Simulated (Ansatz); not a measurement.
## fcc Cu: the defect Pd_Cu

Method: PBE, PAW (plane waves to 420 eV; Ansatz, a quantum-chemistry and plane-wave program). Set-up: 32-site cell; 6×6×6 shifted k-points; start: the Cu site; no Hubbard U; energies good to tenths of an eV; the relaxation kept the symmetry of the starting site.

Neighbours after relaxation, in Å: of the Pd atom: Cu 2.60, Cu 2.60, Cu 2.60, Cu 2.60, Cu 2.60, Cu 2.60, Cu 2.60, Cu 2.60 (the shell may go on).

Formation energies E_f are those of the neutral cell. Chemical conditions: host crystal and elements as references (Δμ(Cu) = 0.00 eV, Δμ(Pd) = 0.00 eV; Pd taken from its element, since no compound that bounds it was computed at this level; only phases computed here count, gases as isolated molecules at 0 K). Reference phases: Cu: fcc Cu, Pd: fcc Pd.

```csv
charge,moment (μB),point group,largest move off a lattice site (Å),"E_f, host crystal and elements as references (eV)"
0,not spin-polarised,Oh,0.04,-0.31
```

Point groups are those of the whole cell at tolerances of 0.03 and 0.1 Å ("near" where only the looser one holds); none is given for unsettled states.

All states together cost very roughly 5 core-minutes.
